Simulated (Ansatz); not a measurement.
**HfO2: response to strain**

Base system: HfO$_{2}$ in the fluorite structure (space group Fm-3m, No. 225; a = 5.059 Å).

Strains are applied to the cell and any free atomic positions relax.

The values are results of Ansatz (a program for electronic structure), r2SCAN, PAW, cutoff 500 eV, no spin-orbit coupling, earlier PAW set, not measurements.

Notes on the quantities. energy relative to the base: free energy F.

```json
[
 {"isotropic strain (%)": "-1.98", "energy relative to the base (meV/atom)": "34.3"},
 {"isotropic strain (%)": "-1.37", "energy relative to the base (meV/atom)": "16.1"},
 {"isotropic strain (%)": "-0.69", "energy relative to the base (meV/atom)": "4.0"},
 {"isotropic strain (%)": "0", "energy relative to the base (meV/atom)": "0.0"},
 {"isotropic strain (%)": "0.81", "energy relative to the base (meV/atom)": "?"},
 {"isotropic strain (%)": "5.35", "energy relative to the base (meV/atom)": "199.1"}
]
```

Q: Fit ΔE = Aε² + Bε³ (ε in %) to the rows shown and predict the withheld row.

A: Least squares on the printed values gives A = 8.26 and B = -0.24 meV/atom (largest residual 0.0 meV/atom); this predicts 5.3 meV/atom, and the run gives 5.3 meV/atom, in agreement.

Whether these cells are dynamically stable was not tested. This is not the structure that HfO2 has at room temperature and ambient pressure.
